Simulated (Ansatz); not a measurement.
The parent structure is InSb in the zinc blende structure (space group F-43m, No. 216; a = 6.557 Å).

Method: Kohn–Sham DFT with the r2SCAN functional, run in Ansatz (a first-principles code) with PAW and 500 eV plane waves, without spin-orbit coupling, earlier PAW set.

For the base:

The band gap comes out as zero and the shortest interatomic distance is 2.839 Å. The gap character is absent.

The change: cell and atoms relaxed at a pressure of 15 GPa.

### Question
Estimate the effect on the band gap, shortest interatomic distance and gap character.

### Answer
The band gap goes from zero to 1.16 eV; the shortest interatomic distance shrinks by 0.1917 Å to 2.648 Å; the gap character goes from absent to indirect, Γ → a point along ⟨100⟩, about 0.9 Å⁻¹ from Γ.

With Sb present, leaving out spin-orbit coupling can change the band edges. Load acts through the strain it causes; cell and atoms are relaxed under it. Whether these cells are dynamically stable was not tested. Tetrahedral semiconductors of this kind turn to denser phases somewhere between about 1 and 50 GPa; those were not computed, so compressed cells here can lie past the real transition. All final runs are without spin polarisation. Gaps under 0.05 eV, about the width of the smearing, are given as zero. The zero or small gap of InSb can change with the level of theory.
